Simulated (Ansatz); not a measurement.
We consider Al2Cu (I4/mcm, No. 140), described by PBE-D4 (PAW; Ansatz, a first-principles code).

Run with plane-wave cutoff 520 eV, 14×14×14 k mesh, Fermi–Dirac smearing 0.05 eV, no spin polarisation, scalar-relativistic PAW data made under PBE.

Computed at the level's own relaxed cell.

**Question.** Give the computed equilibrium volume per atom, pressure derivative B′ of the bulk modulus and lattice parameter a.

**Answer.** 
* **equilibrium volume per atom**: 14.32 Å³/atom
* **pressure derivative B′ of the bulk modulus**: 4.5
* **lattice parameter a**: 5.978 Å

The run finds no gap.

Note: the bulk modulus comes from volumes at which shape and atoms were relaxed.

The computed numbers hold no vibrational or temperature effects.

The result took about 13 core-minutes (a rough figure).
